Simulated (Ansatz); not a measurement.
**Worked example: self-consistent single point of Cl (Cmce, 4 atoms in the cell) in Ansatz (a first-principles code)**

Level of theory: PBEsol, default PAW files made with PBE (plane waves; Ansatz).

Input as run:

Ansatz 0.2 input:
```yaml
# Cl
crystal:
  lattice:
    - [2.24672000, -3.12936000, 0.00000000]
    - [2.24672000, 3.12936000, 0.00000000]
    - [0.00000000, 0.00000000, 8.28478000]
  atoms:
    - { symbol: Cl, position: [0.87700000, 0.87700000, 0.89700000] }
    - { symbol: Cl, position: [0.62300000, 0.62300000, 0.39700000] }
    - { symbol: Cl, position: [0.37700000, 0.37700000, 0.60300000] }
    - { symbol: Cl, position: [0.12300000, 0.12300000, 0.10300000] }
basis:
  ecutwfc: 420.0
kpoints:
  mp_grid:
    grid: [7, 7, 3]
hamiltonian:
  xc: pbesol
  pseudopotentials:
    kind: paw
scf:
  occupations:
    method: fermi_dirac
    width: 0.01
output:
  forces: true
  eigenvalues: true
  stress: true
```

Output, abridged:

```
WARN ansatz: RAYON_NUM_THREADS=1 ignored (pool sized by the plan → 1); use --threads N
Pseudopotentials: kind: paw
Pseudopotential: Cl, paw, valence charge 7
Crystal: 4 atoms, lattice volume = 116.497 Å³
Basis set: ecut = 420 eV, 2315 PW (Γ), exchange–correlation on 54×54×120 points (8 copies of the dense FFT grid, shifted against one another)
Bands: 18, of which v1, the nominal top of the filled ones, is band 14 counted from 1 (13 counted from 0)
Symmetry: 8 space group operations
Space group: Cmce (ITA 64), of the structure as read, at distance tolerance 4.9e-5 Å
k-points: 32 of 147
PAW frozen core: Cl, regenerated for the run's functional, and the local potential with it
Initial density: superposition of atomic densities (neutral atoms: chi_scale 0, normalization atom), corrected by the library's trained network
Initial wavefunctions: pseudopotential atomic-orbital guess
Eigensolver: davidson
Functional: x = pbesol(κ = 0.804, μ = 0.12345679012345678), c = pbesol(β = 0.046)
SCF iter   1: F=—  HF=-4243.136832 eV  |F-HF|=—  |Δ(HF+E_count)|=         —  Δρ=3.36e-3  dr2=1.26e-2  ethr=1.77e-3  ⟨swp⟩=6.3  Hψ=3157  notcnv=0
all-band conjugate gradients solve this SCF's bands
preconditioner: auto → Resta (q_TF=auto, 2.151 Å⁻¹)
SCF iter   2: F=—  HF=-4243.136398 eV  |F-HF|=—  |Δ(HF+E_count)|=   4.33e-4  Δρ=1.71e-3  dr2=3.05e-3  ethr=4.51e-5  ⟨swp⟩=2.0  Hψ=1408  notcnv=0
SCF iter   3: F=—  HF=-4243.136395 eV  |F-HF|=—  |Δ(HF+E_count)|=   3.50e-6  Δρ=3.02e-4  dr2=1.01e-4  ethr=1.09e-5  ⟨swp⟩=3.0  Hψ=1152  notcnv=0
SCF iter   4: F=—  HF=-4243.136438 eV  |F-HF|=—  |Δ(HF+E_count)|=   4.34e-5  Δρ=1.08e-4  dr2=1.20e-5  ethr=3.59e-7  ⟨swp⟩=2.8  Hψ=1025  notcnv=0
SCF iter   5: F=—  HF=-4243.136455 eV  |F-HF|=—  |Δ(HF+E_count)|=   1.64e-5  Δρ=2.02e-5  dr2=5.56e-7  ethr=4.29e-8  ⟨swp⟩=2.0  Hψ=894  notcnv=0
SCF iter   6: F=-4243.136456 eV  HF=-4243.136456 eV  |F-HF|=8.93e-8  |Δ(HF+E_count)|=   1.39e-6  Δρ=5.27e-6  dr2=2.44e-8  ethr=3.57e-10  ⟨swp⟩=6.8  Hψ=2892  notcnv=0
SCF 1 converged in 6 iterations: F = -4243.136456 eV  dr2 = 2.44e-8
SCF converged after 6 iterations
Free energy (F): -4243.136456 eV
Harris-Foulkes:  -4243.136456 eV  (|F-HF|=8.93e-8)
Internal energy: -4243.136456 eV  (E = F + TS)
E sigma→0 (E₀):  -4243.136456 eV
Fermi energy:    1.489365 eV
--- Per-component energies (eV) ---
  E_band       = -149.809163
  E_kinetic    = 635.803400
  E_local      = -1117.212375  (includes V_loc(G=0)·N_el)
  E_nonlocal   = 116.389694
  E_hartree    = 340.744659
  E_xc         = -418.710073
  E_vxc        = -478.446706  (∫ρ·V_xc dr)
  E_paw        = -2565.800236  (= ΣΔE_a)
  E_vpaw       = 12.166636  (= ΣTr[D̂ρ^β])
  E_aug_tail   = 0.000383  (compensation charges beyond the density's cutoff)
  E_ewald      = -1234.665636
  E_core_change = 0.313728  (= ΣΔE_core)
  E_smearing   = -0.000000  (= −TS)
  E_closure    = -0.000000  (closes the sum)
  Σ components = -4243.136456   (vs F -4243.136456, Δ=0.00e0)
--- Forces (eV/Å), atoms counted from 1 ---
  atom   1  Cl     0.27126527     0.00000000     0.29525951
  atom   2  Cl    -0.27126527     0.00000000     0.29525951
  atom   3  Cl     0.27126527     0.00000000    -0.29525951
  atom   4  Cl    -0.27126527     0.00000000    -0.29525951
  max |Σ_I F_I| component: 1.11e-16 eV/Å
--- Stress (GPa, compression-positive) ---
       -1.593298       0.000000       0.000000
        0.000000       0.212743       0.000000
        0.000000       0.000000      -2.811045
  P = ⅓ Tr σ = -1.3972 GPa (-13.972 kbar)
  The stress holds the Pulay correction. Without it, at fixed plane waves, as pw.x and ABINIT print it: P = -1.3994 GPa
--- Band table (eV; the first three rows and the last of 32) ---
  k-point 0: bands = ["-16.1285", "-15.9122", "-12.2933", "-11.7132", "-4.9678", "-4.0648", "-2.1697", "-2.1307", "-1.7455", "-1.7287", "-0.3499", "0.0411", "0.2403", "0.3348", "2.6346", "3.3012", "7.0854", "7.5759"]
  k-point 1: bands = ["-16.0783", "-15.9705", "-12.1498", "-11.8606", "-4.7692", "-4.3297", "-2.0592", "-2.0538", "-1.7413", "-1.7329", "-0.3311", "-0.1231", "0.2637", "0.3109", "2.7446", "3.0720", "7.3980", "7.6799"]
  k-point 2: bands = ["-16.0923", "-15.8957", "-12.2637", "-11.7432", "-4.9564", "-4.1195", "-2.3296", "-2.2987", "-1.8616", "-1.8464", "-0.2271", "0.0873", "0.1950", "0.2850", "2.6556", "3.2687", "7.4804", "7.8563"]
  k-point 31: bands = ["-15.8650", "-15.7878", "-12.0125", "-11.8226", "-4.6570", "-4.4107", "-3.2675", "-3.0265", "-2.4446", "-2.3527", "-0.5209", "-0.3282", "-0.1778", "0.1070", "2.7645", "2.9067", "8.9748", "9.0238"]
```

The run converged in 6 iterations.

The starting cell has typed, rounded lattice constants, without a prior relaxation at this level. Its lattice was rescaled by up to half a per cent. Ansatz's pressure includes its estimate of the finite-basis (Pulay) stress.
